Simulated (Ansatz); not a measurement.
# CdSe under a change: isotropic strain +4.09 %

Base system: CdSe in the zinc blende structure (space group F-43m, No. 216; a = 6.082 Å).

Now apply this change: the cell is scaled by 1.0409 in all directions; the atoms relax in the strained cell.

All numbers come from PBEsol (Ansatz, an electronic-structure program), spin-orbit coupling left out. Settings: 9×9×9 k-points, 0.05 eV Fermi–Dirac smearing.

The space group remains F-43m (No. 216) and the energy grows by 59 meV/atom. The pressure goes from zero to -4.72 GPa and the band gap drops by 0.23 eV (0.48 eV → 0.25 eV). The gap character is still direct at Γ and the width of the top valence band falls by 0.472 eV to 1.77 eV.

Cost of the whole job for the changed cell (relaxation, final SCF and bands): very roughly 28 core-seconds.

Whether these cells are dynamically stable was not tested. The zero or small gap of CdSe under isotropic strain +4.09 % can change with the level of theory.
